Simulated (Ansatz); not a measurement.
## Pressure series in BaTiO3

Consider BaTiO₃ in the cubic perovskite structure (space group Pm-3m, No. 221; a = 4.0192 Å).

Cell and atoms are relaxed at each pressure.

Computed with PBE (Ansatz, a program for electronic structure; PAW; 420 eV plane waves; no spin-orbit coupling).

Candidates:
(a) pressure 15 GPa
(b) pressure −2 GPa
(c) pressure 4.5 GPa

For the base:

* **Band gap**: 1.78 eV

Task: Order them by band gap, lowest first.

Result: (b) pressure −2 GPa (1.76 eV), (c) pressure 4.5 GPa (1.84 eV), (a) pressure 15 GPa (1.95 eV)

Load acts through the strain it causes; cell and atoms are relaxed under it. Stability against distortions was not tested. Competing high-pressure phases were not computed. The final runs are not spin-polarised. Many cubic perovskites are stable only at high temperature; tilts and polar distortions were not tested. This is not the structure that BaTiO3 has at room temperature and ambient pressure.
